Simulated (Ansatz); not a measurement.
# Defect calculation: N interstitial started as a split pair with N in wurtzite GaN

These are PBE, PAW (plane waves to 420 eV; Ansatz, a first-principles code) values and carry that method's errors. The supercell holds 96 host sites (3×2×2 repeats of a cell of 8 atoms), with a 2×2×2 shifted k-point sampling for the final energies. Site at the start: split with N. Finite-size correction: monopole term and site-potential alignment. Dielectric constants: PBE linear response of the host. Host gap at this level: 1.71 eV. Finite-size and sampling errors can reach tenths of an eV here. The semilocal functional narrows the gap, so deep levels can fall outside it. Spin–orbit coupling is left out. Each state is the lowest found from its start.

Formation energies E_f are given with the Fermi level at the valence-band maximum. Chemical conditions: Ga-rich (Δμ(N) = -0.88 eV; only phases computed here count, gases as isolated molecules at 0 K); N-rich (Δμ(N) = 0.00 eV; only phases computed here count, gases as isolated molecules at 0 K). Reference phases: N: N2 molecule in a box.

The name describes the start; the neighbours show where the atoms ended.

Charges with a result: +3, +2, +1, 0, −1. Others weren't obtained, and one of them could lie lower, also by skipping a charge.

```csv
charge,moment (μB),largest move off a lattice site (Å),neighbours of the last N atom of the defect at the end (Å),image correction with alignment (eV),"E_f, Ga-rich (eV)","E_f, N-rich (eV)",above the lowest spin state (eV)
+3†,not spin-polarised,0.58,"N 1.13, Ga 2.22, Ga 2.27",1.70,–,–,0.00
+2†,1.0,0.47,"N 1.20, Ga 2.08, Ga 2.13, Ga 2.72, N 2.78, Ga 2.78, N 2.81",0.82,–,–,0.00
+1,2.0,0.35,"N 1.27, Ga 1.97, Ga 1.97",0.25,4.17,3.28,0.00
+1†,not spin-polarised,0.36,"N 1.26, Ga 1.96, Ga 1.98, Ga 2.66, Ga 2.75, N 2.76, N 2.77",0.25,–,–,0.49
0,1.0,0.29,"N 1.34, Ga 1.89, Ga 1.89, Ga 2.67, Ga 2.69, N 2.75, N 2.83",0.00,5.40,4.51,0.00
−1†,not spin-polarised,0.31,"N 1.45, Ga 1.84, Ga 1.84, Ga 2.56, Ga 2.72, N 2.77",0.10,–,–,0.00
```

† Not settled in this cell, so no level is given: charge +3: level within 0.1 eV of a band edge or past it; charge +2: level within 0.1 eV of a band edge or past it; charge −1: level within 0.1 eV of a band edge or past it.

No other site or start that was run ended lower by more than 0.1 eV.

Transition levels above the valence-band maximum: ε(+1/0) = 1.23 eV. On the lower envelope of the bound states, inside the gap: (+1/0) at 1.23 eV.

Flagged in the runs: a host whose relaxation on this sampling wasn't shown to rest, a strain field that reaches the edge of the cell.
